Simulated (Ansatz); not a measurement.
System: CdInNO (model structure, started from the AlSiCN type, P3m1, No. 156, 4 atoms in the cell). Method: PBEsol+SOC (PAW; Ansatz, a quantum-chemistry and plane-wave program).

Numerical settings: plane-wave cutoff 520 eV, 18×18×10 k mesh (along the axes of the cell as run), Fermi–Dirac smearing 0.05 eV, PAW data made under PBE.

Cell (relaxed with PBEsol):

Space group P3m1 (No. 156); a = 3.557 Å, b = 3.557 Å, c = 5.748 Å, α = 90.00°, β = 90.00°, γ = 120.00°

| atom | site | symmetry | x | y | z |
|---|---|---|---|---|---|
| In | 1b | 3m. | 0.3333 | 0.6667 | 0.5078 |
| Cd | 1c | 3m. | 0.6667 | 0.3333 | 0.9936 |
| O | 1b | 3m. | 0.3333 | 0.6667 | 0.1383 |
| N | 1c | 3m. | 0.6667 | 0.3333 | 0.6103 |

Problem. Estimate the band gap that the calculation returns.

Solution. 
* **band gap**: 0.01 eV (under three smearing widths, so not firm)

Note: the relaxation could raise the start's symmetry but not lower it, so the cell can be a saddle point.

Computed values are for the static lattice.

A model structure was made by putting elements into a prototype or built by hand; it is no filed structure, need not be a known phase, and can be a saddle point held by its symmetry.
